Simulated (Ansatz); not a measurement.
The density of states at the Fermi level in a series of structures.

Cell A: Cu (fcc, Fm-3m), 1 atom in the cell; spin state with PBE: run without spin, k-point mesh 28×28×28 on the run's own vectors.
```cif
data_Cu
_chemical_formula_sum 'Cu1'
_space_group_name_H-M_alt 'P 1'
_space_group_IT_number 1
_cell_length_a 2.56665
_cell_length_b 2.56665
_cell_length_c 2.56665
_cell_angle_alpha 60.000
_cell_angle_beta 60.000
_cell_angle_gamma 60.000
loop_
_space_group_symop_operation_xyz
  'x, y, z'
loop_
_atom_site_label
_atom_site_type_symbol
_atom_site_fract_x
_atom_site_fract_y
_atom_site_fract_z
_atom_site_occupancy
Cu1 Cu 0.00000 0.00000 0.00000 1
```

Cell B: W (bcc, Im-3m), 1 atom in the cell; spin state with PBE: run without spin, k-point mesh 26×26×26 on the run's own vectors.
```cif
data_W2
_chemical_formula_sum 'W2'
_space_group_name_H-M_alt 'Im-3m'
_space_group_IT_number 229
_space_group_name_Hall '-I 4 2 3'
_cell_length_a 3.18371
_cell_length_b 3.18371
_cell_length_c 3.18371
_cell_angle_alpha 90.000
_cell_angle_beta 90.000
_cell_angle_gamma 90.000
loop_
_atom_site_label
_atom_site_type_symbol
_atom_site_symmetry_multiplicity
_atom_site_Wyckoff_symbol
_atom_site_fract_x
_atom_site_fract_y
_atom_site_fract_z
_atom_site_occupancy
W1 W 2 a 0.00000 0.00000 0.00000 1
```
(The calculation used a cell of 1 atom; values per cell refer to that cell.)

Cell C: WC (P-6m2), 2 atoms in the cell; spin state with PBE: run without spin, k-point mesh 12×18×18 on the run's own vectors.
```yaml
crystal:
  lattice:
    - [0.00000, 0.00000, 2.84692]
    - [2.92189, 0.00000, 0.00000]
    - [-1.46094, 2.53043, 0.00000]
  atoms:
    - { symbol: W, position: [0.00000, 0.00000, 0.00000] }
    - { symbol: C, position: [0.50000, 0.66667, 0.33333] }
```

All numbers come from Ansatz (an electronic-structure program), plane waves with PAW, its default PAW set, cutoff 420 eV. The structures are at rest with PBE. Neutral cells; Fermi-Dirac smearing of at most 0.10 eV in the solids, energies taken to zero width. Spin-orbit coupling is left out. A dispersion term ran beside these levels; it doesn't touch the electrons. Both spins, broadened by a Gaussian of 0.2 eV on the run's mesh.

Question: What does PBE give for the density of states at the Fermi level of each cell (states/eV per atom)?

Answer: 
| system | PBE |
|---|---|
| A | 0.30 |
| B | 0.47 |
| C | 0.15 |

With PBE the value is lowest for C and highest for B.
